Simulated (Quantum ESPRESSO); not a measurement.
A self-consistent single point of a (001) slab of Al3Ni2 (cut from a parent of space group no. 164; 5 atoms in the cell) with Quantum ESPRESSO.

Level of theory: LDA (PZ), PSlibrary PAW (LDA) pseudopotentials (plane waves; Quantum ESPRESSO).

```xyz
5
Lattice="4.0062 0.0000 0.0000 -2.0031 3.4695 0.0000 0.0000 0.0000 17.4457" Properties=species:S:1:pos:R:3 pbc="T T T"
Al     0.0000     0.0000     8.7229
Al     0.0000     2.3130     7.0000
Al     2.0031     1.1565    10.4457
Ni     0.0000     2.3130     9.4404
Ni     2.0031     1.1565     8.0053
```

Reference input (self-consistent single point, DFT, LDA (PZ), plane waves, PSlibrary PAW (LDA) pseudopotentials): ecutwfc = 50 Ry; ecutrho = 300 Ry; occupations = smearing; smearing = fd; degauss = 0.0073499 Ry; mixing_mode = local-TF; potentials = {Al: Al.pz-n-kjpaw_psl.1.0.0.UPF, Ni: Ni.pz-n-kjpaw_psl.1.0.0.UPF}; K_POINTS = automatic 5 5 1 0 0 0; conv_thr = 1e-11 Ry; mixing_beta = 0.5. This run's input differs from it in these lines:

```diff
@@ -35,3 +35,3 @@
 K_POINTS automatic
-5 5 1  0 0 0
+24 24 1  0 0 0
```

Output (repeated stretches shortened):

```
     Self-consistent Calculation

     iteration #  1     ecut=    50.00 Ry     beta= 0.50

     negative rho (up, down):  4.378E-07 0.000E+00

     total energy              =    -474.22120082 Ry
     estimated scf accuracy    <       2.62175845 Ry

     iteration #  2     ecut=    50.00 Ry     beta= 0.50

     total energy              =    -474.40282256 Ry
     estimated scf accuracy    <       0.65871707 Ry

     iteration #  3     ecut=    50.00 Ry     beta= 0.50

     total energy              =    -474.36561643 Ry
     estimated scf accuracy    <       0.39961800 Ry

   [... 17 blocks of this kind left out ...]

     iteration # 21     ecut=    50.00 Ry     beta= 0.50

     negative rho (up, down):  2.685E-04 0.000E+00

     total energy              =    -474.43807777 Ry
     estimated scf accuracy    <          3.3E-11 Ry

     iteration # 22     ecut=    50.00 Ry     beta= 0.50

     negative rho (up, down):  2.683E-04 0.000E+00
     End of self-consistent calculation

     the Fermi energy is    -0.4296 ev

!    total energy              =    -474.43807777 Ry
     estimated scf accuracy    <          5.2E-12 Ry
     smearing contrib. (-TS)   =      -0.00441810 Ry
     internal energy E=F+TS    =    -474.43365967 Ry

     convergence has been achieved in  22 iterations

     negative rho (up, down):  2.683E-04 0.000E+00

     Forces acting on atoms (cartesian axes, Ry/au):

     atom    1 type  1   force =     0.00000000    0.00000000    0.00000000
     atom    2 type  1   force =     0.00000000    0.00000000    0.03380223
     atom    3 type  1   force =    -0.00000000    0.00000000   -0.03380223
     atom    4 type  2   force =     0.00000000    0.00000000    0.00962053
     atom    5 type  2   force =    -0.00000000   -0.00000000   -0.00962053

     Total force =     0.049702     Total SCF correction =     0.000007

     negative rho (up, down):  2.683E-04 0.000E+00
          total   stress  (Ry/bohr**3)                   (kbar)     P=      -32.37
  -0.00026658   0.00000000  -0.00000000          -39.21        0.00       -0.00
   0.00000000  -0.00026658  -0.00000000            0.00      -39.21       -0.00
   0.00000000   0.00000000  -0.00012709            0.00        0.00      -18.70

   JOB DONE.
```

The run converged in 22 iterations. Against the reference run the free energy goes up by 5.3 meV/atom and the largest force goes from 0.827 to 0.869 eV/Å. The full log also holds: “c_bands:  1 eigenvalues not converged”. The full log also holds: “c_bands:  2 eigenvalues not converged”.

The starting cell comes from a database of computed structures (which also holds hypothetical and non-ambient phases and stackings), without a prior relaxation at this level. The slab is cut from that crystal, and its faces are unrelaxed. Its lattice was rescaled by up to half a per cent. Spin polarisation is off.

Cost on one core of a shared machine: roughly 7 min.
